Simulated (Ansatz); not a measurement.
The structure below was relaxed with PBEsol in Ansatz (plane waves to 420 eV, PAW, no SOC), at pressure 7 GPa.

```
CsSnI3
1.0
    5.68526     0.00000     0.00000
    0.00000     5.68526     0.00000
    0.00000     0.00000     5.68526
Cs Sn I
1 1 3
Cartesian
  0.00000   0.00000   0.00000
  2.84263   2.84263   2.84263
  0.00000   2.84263   2.84263
  2.84263   2.84263   0.00000
  2.84263   0.00000   2.84263
```

Question: Find the space group and the Wyckoff positions.

Answer: Space group Pm-3m (No. 221); a = b = c = 5.6853 Å, α = β = γ = 90.00°

```
atom  site  symmetry       x       y       z
----  ----  --------  ------  ------  ------
Cs      1a      m-3m  0.0000  0.0000  0.0000
Sn      1b      m-3m  0.5000  0.5000  0.5000
I       3c    4/mm.m  0.0000  0.5000  0.5000
```

Question: Describe the coordination.

Answer: The crystal has 5 atoms in its conventional cell. Lattice parameters: a = b = c = 5.685 Å, α = β = γ = 90.00°. Cs has 12 I at 4.020 Å (cuboctahedral). Sn is surrounded by 6 I at 2.843 Å (octahedral). I has 2 Sn at 2.843 Å and 4 Cs at 4.020 Å (octahedral). (Neighbours: up to the widest gap in distance over summed covalent radii, below 1.35, at either atom; cation-cation and far metal-metal contacts left out.)

With I present, leaving out spin-orbit coupling can change the band edges. Load acts through the strain it causes; cell and atoms are relaxed under it. Whether these cells are dynamically stable was not tested. Competing high-pressure phases were not computed. The final runs are not spin-polarised. The cell was made from CsSnI$_{3}$ in the cubic perovskite structure (space group Pm-3m, No. 221) by this change: pressure 7 GPa. Many cubic perovskites are stable only at high temperature; tilts and polar distortions were not tested.

Ansatz is a program for electronic structure.
